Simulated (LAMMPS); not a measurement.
Surface tension of liquid W over temperature.

Computed with classical MD, pair style meam, file library.meam (library.meam-W) (LAMMPS).

```json
[
 {"T (K)": "3700", "surface tension": "0.95 ± 0.08 N/m", "excess energy": "1.5 J/m²"},
 {"T (K)": "4250", "surface tension": "0.91 ± 0.09 N/m", "excess energy": "1.7 J/m²"},
 {"T (K)": "4990", "surface tension": "0.84 ± 0.07 N/m", "excess energy": "1.7 J/m²"}
]
```

Caution: the potential MEAM library.meam-W is a first-neighbour MEAM set with a 4 Å cutoff, used here without a parameter file and away from the static properties it was fitted to.

Uncertainties are statistical and leave out the potential's own error.
